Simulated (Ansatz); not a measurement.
Take SrTiO₃ in the cubic perovskite structure (space group Pm-3m, No. 221) as the base.

```yaml
crystal:
  lattice:
    - [3.93641, 0.00000, 0.00000]
    - [0.00000, 3.93641, 0.00000]
    - [0.00000, 0.00000, 3.93641]
  atoms:
    - { symbol: Sr, position: [0.00000, 0.00000, 0.00000] }
    - { symbol: Ti, position: [0.50000, 0.50000, 0.50000] }
    - { symbol: O, position: [0.00000, 0.50000, 0.50000] }
    - { symbol: O, position: [0.50000, 0.50000, 0.00000] }
    - { symbol: O, position: [0.50000, 0.00000, 0.50000] }
```

Levels (all Ansatz, a quantum-chemistry and plane-wave program, PAW): PBE (420 eV, without spin-orbit coupling); r2SCAN (500 eV, without spin-orbit coupling).

Levels that relaxed their own cell: PBE and r2SCAN.

```tsv
level	lattice parameter a
PBE	3.936 Å
r2SCAN	3.907 Å
```

Measured: lattice parameter a 3.89 Å (0 K or low temperature; corrected from measurement; as listed in D. I. Bilc et al., Physical Review B (2008)).

Computed minus measured — lattice parameter a: PBE +1.2 %, r2SCAN +0.4 % (closest: r2SCAN).

No phonon test of stability was made. All final runs are without spin polarisation. Many cubic perovskites are stable only at high temperature; tilts and polar distortions were not tested.
